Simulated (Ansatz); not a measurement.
The reference is a 24-atom supercell of SiC in the zinc blende structure (space group F-43m, No. 216) at its relaxed geometry.

```
CELL_PARAMETERS angstrom
      0.00000     4.35691     4.35691
      4.35691    -4.35691     4.35691
      4.35691     4.35691     0.00000
ATOMIC_POSITIONS crystal
  C  0.50000 0.25000 0.50000
  C  0.50000 0.25000 0.00000
  C  0.66667 0.58333 0.66667
  C  0.66667 0.58333 0.16667
  C  0.83333 0.91667 0.83333
  C  0.83333 0.91667 0.33333
  C  0.00000 0.25000 0.50000
  C  0.00000 0.25000 0.00000
  C  0.16667 0.58333 0.66667
  C  0.16667 0.58333 0.16667
  C  0.33333 0.91667 0.83333
  C  0.33333 0.91667 0.33333
  Si 0.00000 0.00000 0.00000
  Si 0.00000 0.00000 0.50000
  Si 0.16667 0.33333 0.16667
  Si 0.16667 0.33333 0.66667
  Si 0.33333 0.66667 0.33333
  Si 0.33333 0.66667 0.83333
  Si 0.50000 0.00000 0.00000
  Si 0.50000 0.00000 0.50000
  Si 0.66667 0.33333 0.16667
  Si 0.66667 0.33333 0.66667
  Si 0.83333 0.66667 0.33333
  Si 0.83333 0.66667 0.83333
```

Level of theory: PBEsol (Ansatz, an electronic-structure program; PAW; 420 eV plane waves; spin-orbit coupling left out), earlier PAW set.

One neutral defect a cell, atoms relaxed at fixed cell.

One change was made to it. Results:

The total moment of the cell comes out as 0.0 μB; the gap of the supercell goes from 1.24 eV to zero; the pressure goes from zero to 6.7 GPa; the largest displacement of a host atom from its site in the perfect cell is 0.19 Å.

Problem. What was done to the base?
(A) Si interstitial (started 1.78 Å from the nearest host atom)
(B) Si vacancy, symmetric start
(C) Nb on a Si site
(D) Mg on a Si site, symmetric start

Solution. C, Nb on a Si site. For comparison, the pressure in the other runs: Si interstitial (started 1.78 Å from the nearest host atom) gives 8.7 GPa; Mg on a Si site, symmetric start gives 6.0 GPa; Si vacancy, symmetric start gives 2.5 GPa.

The magnetic state is the one reached from the starting moments; the real material's order can differ, and small cells can't hold many antiferromagnetic ones. In so small a cell the defect repeats every few ångströms: this is an ordered compound, not a dilute defect. The mesh was chosen for an insulator and is coarse for the gapless case. Defects with a symmetric start kept the site's symmetry and may sit on a saddle; the others started slightly shaken. Starting moments died away, wholly or in part, for Nb on a Si site, Si interstitial (started 1.78 Å from the nearest host atom), Mg on a Si site and Si vacancy; another magnetic solution may exist.
